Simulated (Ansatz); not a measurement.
# Pressure series in TiZnO3

Base system: TiZnO₃ (space group R3c, No. 161; a = 5.0710 Å, c = 13.7165 Å (hexagonal axes); a cell from a computed database, its experimental status unchecked).

Cell and atoms are relaxed at each pressure.

All numbers come from plane-wave PAW DFT at the PBEsol level (Ansatz, a quantum-chemistry and plane-wave program, 420 eV), no SOC.

Candidates:
(a) pressure −1 GPa
(b) pressure 5 GPa
(c) pressure 3 GPa
(d) pressure 1.5 GPa

Before the change:

| Item | Result |
|---|---|
| c/a ratio | 2.705 |

Problem. Order them by c/a ratio, highest first.

Solution. (a) pressure −1 GPa (2.708), (d) pressure 1.5 GPa (2.700), (c) pressure 3 GPa (2.695), (b) pressure 5 GPa (2.690)

Load acts through the strain it causes; cell and atoms are relaxed under it. Stability against distortions was not tested. No other phases were tried under pressure. The final runs are not spin-polarised.
